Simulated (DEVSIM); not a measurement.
Device: abrupt GaSb n-p junction, at 300 K.

```tsv
layer (left to right)	material	thickness (μm)	Nd (cm⁻³)	Na (cm⁻³)	τn (s)	τp (s)
1	GaSb	1.40	6.6e15	-	2.7e-8	2.7e-8
2	GaSb	230	-	1.7e14	8.1e-9	2.7e-8
```

Left contact: ohmic. Right contact: ohmic. Voltage is applied to the left contact. Recombination: SRH at mid-gap, radiative. Mobility is μmin + (μ − μmin)/(1 + (N/Nref)^α).

Constants are typed, rounded textbook-type inputs, not results; the design itself was drawn at random and stands for no fabricated device. Values at 300 K.

| parameter | GaSb |
|---|---|
| gap (eV) | 0.726 |
| affinity (eV) | 4.06 |
| permittivity | 15.7 |
| Nc (cm⁻³) | 2.1e17 |
| Nv (cm⁻³) | 1.8e19 |
| μn (cm²/Vs) | 5000 |
| μp (cm²/Vs) | 850 |
| μn,min | 1000 |
| μp,min | 190 |
| Nref,n | 2.8e17 |
| Nref,p | 9e17 |
| αn | 1.05 |
| αp | 0.65 |
| B (cm³/s) | 1e-10 |

DEVSIM, 1D drift-diffusion, Boltzmann statistics, complete ionisation; no tunnelling, impact ionisation, image-force lowering or self-heating.

Task: Tabulate band edges, carrier densities and field at -0.7 V on the left contact.

Result: Energies count from the Fermi level of the right contact; mesh points crowd at the junctions.

```json
[
 {"x (μm)": "0.000", "Ec (eV)": "0.789", "Ev (eV)": "0.063", "n (cm⁻³)": "6.6e15", "p (cm⁻³)": "3.6e8", "field (V/cm)": "≈ 0"},
 {"x (μm)": "0.04442", "Ec (eV)": "0.789", "Ev (eV)": "0.063", "n (cm⁻³)": "6.6e15", "p (cm⁻³)": "2.3e10", "field (V/cm)": "≈ 0"},
 {"x (μm)": "0.1607", "Ec (eV)": "0.789", "Ev (eV)": "0.063", "n (cm⁻³)": "6.6e15", "p (cm⁻³)": "8.2e10", "field (V/cm)": "≈ 0"},
 {"x (μm)": "0.4919", "Ec (eV)": "0.789", "Ev (eV)": "0.063", "n (cm⁻³)": "6.6e15", "p (cm⁻³)": "2.5e11", "field (V/cm)": "≈ 0"},
 {"x (μm)": "1.154", "Ec (eV)": "0.790", "Ev (eV)": "0.064", "n (cm⁻³)": "6.5e15", "p (cm⁻³)": "6.0e11", "field (V/cm)": "85"},
 {"x (μm)": "1.324", "Ec (eV)": "0.798", "Ev (eV)": "0.072", "n (cm⁻³)": "4.7e15", "p (cm⁻³)": "9.3e11", "field (V/cm)": "1400"},
 {"x (μm)": "1.389", "Ec (eV)": "0.813", "Ev (eV)": "0.087", "n (cm⁻³)": "2.6e15", "p (cm⁻³)": "1.7e12", "field (V/cm)": "3500"},
 {"x (μm)": "1.440", "Ec (eV)": "0.832", "Ev (eV)": "0.106", "n (cm⁻³)": "1.3e15", "p (cm⁻³)": "3.6e12", "field (V/cm)": "3200"},
 {"x (μm)": "1.561", "Ec (eV)": "0.862", "Ev (eV)": "0.136", "n (cm⁻³)": "3.9e14", "p (cm⁻³)": "1.2e13", "field (V/cm)": "2000"},
 {"x (μm)": "1.889", "Ec (eV)": "0.905", "Ev (eV)": "0.179", "n (cm⁻³)": "7.5e13", "p (cm⁻³)": "6.1e13", "field (V/cm)": "820"},
 {"x (μm)": "2.857", "Ec (eV)": "0.933", "Ev (eV)": "0.207", "n (cm⁻³)": "2.4e13", "p (cm⁻³)": "1.8e14", "field (V/cm)": "47"},
 {"x (μm)": "7.308", "Ec (eV)": "0.931", "Ev (eV)": "0.205", "n (cm⁻³)": "1.6e13", "p (cm⁻³)": "1.9e14", "field (V/cm)": "≈ 0"},
 {"x (μm)": "17.83", "Ec (eV)": "0.918", "Ev (eV)": "0.192", "n (cm⁻³)": "7.0e12", "p (cm⁻³)": "1.8e14", "field (V/cm)": "-16"},
 {"x (μm)": "48.93", "Ec (eV)": "0.856", "Ev (eV)": "0.130", "n (cm⁻³)": "9.3e11", "p (cm⁻³)": "1.7e14", "field (V/cm)": "-22"},
 {"x (μm)": "160.9", "Ec (eV)": "0.593", "Ev (eV)": "-0.133", "n (cm⁻³)": "1.5e10", "p (cm⁻³)": "1.7e14", "field (V/cm)": "-24"},
 {"x (μm)": "207.0", "Ec (eV)": "0.484", "Ev (eV)": "-0.242", "n (cm⁻³)": "1.4e10", "p (cm⁻³)": "1.7e14", "field (V/cm)": "-24"},
 {"x (μm)": "222.6", "Ec (eV)": "0.448", "Ev (eV)": "-0.278", "n (cm⁻³)": "1.4e10", "p (cm⁻³)": "1.7e14", "field (V/cm)": "-24"},
 {"x (μm)": "228.4", "Ec (eV)": "0.434", "Ev (eV)": "-0.292", "n (cm⁻³)": "1.4e10", "p (cm⁻³)": "1.7e14", "field (V/cm)": "-24"},
 {"x (μm)": "230.7", "Ec (eV)": "0.429", "Ev (eV)": "-0.297", "n (cm⁻³)": "1.4e10", "p (cm⁻³)": "1.7e14", "field (V/cm)": "-24"},
 {"x (μm)": "231.2", "Ec (eV)": "0.427", "Ev (eV)": "-0.299", "n (cm⁻³)": "1.4e10", "p (cm⁻³)": "1.7e14", "field (V/cm)": "-24"},
 {"x (μm)": "231.3", "Ec (eV)": "0.427", "Ev (eV)": "-0.299", "n (cm⁻³)": "1.4e10", "p (cm⁻³)": "1.7e14", "field (V/cm)": "-24"},
 {"x (μm)": "231.4", "Ec (eV)": "0.427", "Ev (eV)": "-0.299", "n (cm⁻³)": "1.4e10", "p (cm⁻³)": "1.7e14", "field (V/cm)": "-24"}
]
```
